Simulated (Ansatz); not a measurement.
# Pressure series in hypothetical fluorite TaGe2

Base system: TaGe$_{2}$ in the fluorite structure (space group Fm-3m, No. 225; a = 6.274 Å; a hypothetical phase, not in the database extracts checked).

Cell and atoms are relaxed at each pressure.

Method: PBE (Ansatz, a first-principles code; PAW; 420 eV plane waves; no spin-orbit coupling).

Two rows of this table had their results exchanged by mistake.

```csv
pressure,volume per atom (Å³),shortest distance (Å),band gap
pressure −2 GPa,21.02,2.736,zero
pressure −1 GPa,20.80,2.726,zero
pressure 0.9 GPa,20.40,2.709,zero
pressure 2.1 GPa,20.16,2.698,zero
pressure 4.5 GPa,18.31,2.613,zero
pressure 9 GPa,19.05,2.648,zero
pressure 15 GPa,19.74,2.679,zero
pressure 22.5 GPa,17.54,2.576,zero
pressure 30 GPa,16.90,2.544,zero
```

Q: Which two?

A: The rows for pressure 4.5 GPa and pressure 15 GPa: the volume has to fall steadily with pressure, so 19.74 Å³ belongs to pressure 4.5 GPa and 18.31 Å³ to pressure 15 GPa.

Load acts through the strain it causes; cell and atoms are relaxed under it. Stability against distortions was not tested. No other phases were tried under pressure. The final runs are not spin-polarised. An odd electron count without spin: TaGe2. TaGe2 has a high density of states at the Fermi level and may be magnetic at this level.
